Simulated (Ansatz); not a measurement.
Take InP in the zinc blende structure (space group F-43m, No. 216; a = 5.9070 Å) as the base.

It is then changed as follows: cell and atoms relaxed at a pressure of 75 GPa.

Levels (all Ansatz, a quantum-chemistry and plane-wave program, PAW): r2SCAN (500 eV, no spin-orbit coupling); HSE06 (420 eV, no spin-orbit coupling).

The geometry is relaxed with r2SCAN.

r2SCAN band gap: 1.04 eV

Task: Predict the band gap from HSE06.

Result: The band gap rises by 0.327 eV to 1.36 eV.

Single points use the geometry relaxed with r2SCAN. Their cutoffs differ, which shifts pressures a little. The hybrid gap comes from the SCF mesh plus the semilocal run's edge points and a few special points and is an upper bound. Load acts through the strain it causes; cell and atoms are relaxed under it. Whether these cells are dynamically stable was not tested. Measured, InP leaves this structure (for rock salt) near 9.8 GPa (temperature not stated; as listed in Datta, Sujoy, Jana, Debnarayan, arXiv (2020)).
